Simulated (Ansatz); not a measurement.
Take Al in the fcc (Cu type) structure (space group Fm-3m, No. 225; a = 3.992 Å; relaxed with 0.1 eV smearing) as the base. Axes: x, y, z lie along the cube axes.

All numbers come from Ansatz (a quantum-chemistry and plane-wave program), r2SCAN, PAW, cutoff 500 eV, scalar-relativistic without spin-orbit coupling, earlier PAW set.

Strains are applied to the cell and any free atomic positions relax; under biaxial strain the out-of-plane vector relaxes too; under stress the whole cell relaxes.

One change was made to it. Results:

The energy goes up by 2.2 meV/atom; the volume per atom increases by 0.13 Å³, from 15.91 Å³ to 16.04 Å³.

Problem. What was done to the base?
(A) biaxial strain −2.15 %, plane normal [110], relaxed out of plane
(B) biaxial strain +2.92 %, plane normal [001], relaxed out of plane
(C) uniaxial strain ε_yy = +0.31 %
(D) uniaxial stress, 2 GPa tension along x

Solution. D, uniaxial stress, 2 GPa tension along x. For comparison, the energy relative to the base in the other runs: biaxial strain +2.92 %, plane normal [001], relaxed out of plane gives +11 meV/atom; uniaxial strain ε_yy = +0.31 % gives +0.1 meV/atom; biaxial strain −2.15 %, plane normal [110], relaxed out of plane gives +7.8 meV/atom.

Beyond what the load breaks, stability against distortions was not tested.
